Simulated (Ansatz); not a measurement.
AlAs (F-43m), PBEsol with spin-orbit coupling, rigid bands run with Ansatz (an electronic-structure program): N_v = 2.39e19 cm⁻³ at 300 K and a hole conductivity mass of 0.591 mₑ.

Problem. For 1e16 holes per cm³ at 300 K, place the Fermi level, estimate the Seebeck coefficient of a parabolic band with constant τ, and give mobility and conductivity for τ = 20 fs.

Solution. The level lies k_BT ln(N_v/p) = 0.201 eV above the valence-band maximum. S ≈ +(k_B/e)[ln(N_v/p) + 5/2] = 886 μV/K, against 893 μV/K from the full bands (mean over directions). μ = eτ/m = 59.5 cm²/(V·s) and σ = peμ = 0.0954 S/cm. τ is assumed, not computed.

Band transport and this doping are assumed; polarons and phonon drag are left out.
